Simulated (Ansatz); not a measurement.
How the lattice parameter a of PtGe2 (model structure, started from the CrSi2 type, P6₂22, No. 180, 9 atoms in the cell) moves with the method

No measured value is used here.

Task: Put these levels in order of the lattice parameter a that they give for PtGe2 (model structure, started from the CrSi2 type, P6₂22, No. 180, 9 atoms in the cell), smallest first: PBE (Ansatz, a first-principles code), PBE-D3(BJ) (Ansatz), PBEsol (Ansatz).

Result: PBEsol (4.702 Å), PBE-D3(BJ) (4.721 Å), PBE (4.769 Å)

Density-functional levels without +SOC have no spin–orbit coupling. Ansatz's density-functional and Hartree–Fock values are scalar-relativistic unless marked +SOC, with PAW data made under PBE.

A model structure was made by putting elements into a prototype or built by hand; it is no filed structure, need not be a known phase, and can be a saddle point held by its symmetry.
